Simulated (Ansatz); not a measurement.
## LiNbO3, pressure series

The reference is LiNbO3 (space group R3c, No. 161).

Space group R3c, hexagonal axes (No. 161); a = b = 5.190 Å, c = 14.016 Å, α = β = 90.00°, γ = 120.00°

```json
[
 {"atom": "Li", "site": "6a", "symmetry": "3.", "x": "0.0000", "y": "0.0000", "z": "0.2974"},
 {"atom": "Nb", "site": "6a", "symmetry": "3.", "x": "0.0000", "y": "0.0000", "z": "0.0162"},
 {"atom": "O", "site": "18b", "symmetry": "1", "x": "0.0472", "y": "0.3421", "z": "0.0789"}
]
```
(The calculation used a cell of 10 atoms; values per cell refer to that cell.)

Cell and atoms are relaxed at each pressure.

Calculations: Ansatz (an electronic-structure program), PBE, PAW, cutoff 420 eV, no spin-orbit coupling, earlier PAW set.

```json
[
 {"change": "base", "lattice parameter a": "5.190 Å", "gap character": "indirect, k = (0.125, 0.125, 0.125) in the run's primitive reciprocal basis → S₀"},
 {"change": "pressure 0.9 GPa", "lattice parameter a": "…", "gap character": "indirect, k = (0.125, 0.125, 0.125) in the run's primitive reciprocal basis → S₀"},
 {"change": "pressure 22.5 GPa", "lattice parameter a": "4.920 Å", "gap character": "indirect, k = (0, 1/4, -1/4) in the run's primitive reciprocal basis → S₂"},
 {"change": "pressure 30 GPa", "lattice parameter a": "4.862 Å", "gap character": "indirect, k = (0, 1/4, -1/4) in the run's primitive reciprocal basis → Γ–S₀ (87 % along)"}
]
```

**Question.** Complete the table.

**Answer.** 
- pressure 0.9 GPa, lattice parameter a: 5.174 Å

Load acts through the strain it causes; cell and atoms are relaxed under it. Stability against distortions was not tested. No other phases were tried under pressure.
